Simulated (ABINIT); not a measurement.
Pressure against volume in zinc-blende BN (space group 216) (ABINIT, LDA)

```yaml
crystal:
  lattice:
    - [0.00000, 1.73720, 1.73720]
    - [1.73720, 0.00000, 1.73720]
    - [1.73720, 1.73720, 0.00000]
  atoms:
    - { symbol: B, position: [0.00000, 0.00000, 0.00000] }
    - { symbol: N, position: [0.75000, 0.75000, 0.75000] }
```

Method of the run: LDA (PW92), norm-conserving pseudopotentials (PseudoDojo nc-sr-04 LDA standard) (plane waves; ABINIT). Settings: pseudos = [B.upf, N.upf]; ecut = 55 Ha; occopt = 3; tsmear = 0.00036749 Ha; ngkpt = 16 16 16; nshiftk = 1; shiftk = 0 0 0; potentials = PseudoDojo nc-sr-04 LDA standard; nband = 9; kptopt = 1; nstep = 60; tolvrs = 1e-10. The cell above is the first row's. The rows scale it uniformly. In all rows fractional positions and the k mesh are held.

| V (Å^3/atom) | P (GPa) |
|---|---|
| 5.243 | 43.03 |
| 5.357 | 31.63 |
| 5.471 | 21.25 |
| 5.585 | 11.79 |
| 5.699 | 3.16 |
| 5.812 | -4.71 |
| 5.926 | -11.89 |
| 6.040 | -18.44 |
| 6.154 | ? |

The 8 complete rows are fitted with a cubic, P against V. With u = V - 5.64, the rows have u = -0.39700, -0.28300, -0.16900, -0.05500, 0.05900, 0.17200, 0.28600, 0.40000. Least squares gives P = 7.505 - 75.944·u + 30.851·u² - 8.017·u³. Residuals (row less fit): 0.011, -0.020, -0.009, 0.013, 0.030, -0.025, -0.011, 0.010; standard error 0.025 (degrees of freedom: 4). The fitted pressure is zero at V0 = 5.743, where dP/dV = -69.84, so B0 = -V0·dP/dV = 401 GPa.

Q: What does the fit predict for P at V = 6.154, and how far is the calculated value from it?

A: u = 0.51400, so P = 7.505 - 75.944 × 0.51400 + 30.851 × 0.51400² - 8.017 × 0.51400³ = -24.468 GPa. The calculation gives -24.42 GPa, 0.048 GPa above the prediction (0.1 % of the range of P in the table). The row lies outside the fitted rows, so this is an extrapolation. From the scatter of the fitted rows alone, a prediction at this place has a standard error of 0.066 GPa, so the miss is 0.7 times that.

Carrying the step between the two nearest rows on in a straight line would have given -24.99, off by 0.57; series whose last step already gives the withheld value aren't shown. The scan was laid around a cell of about the measured size, scaled by a guess for this functional. The runs keep the symmetry of the cell, so they don't test it for distortions. Cutoffs and mesh are single choices, not tested for convergence of this quantity. Series with a scatter that would blur these digits, or in which a gap closes, are not shown.
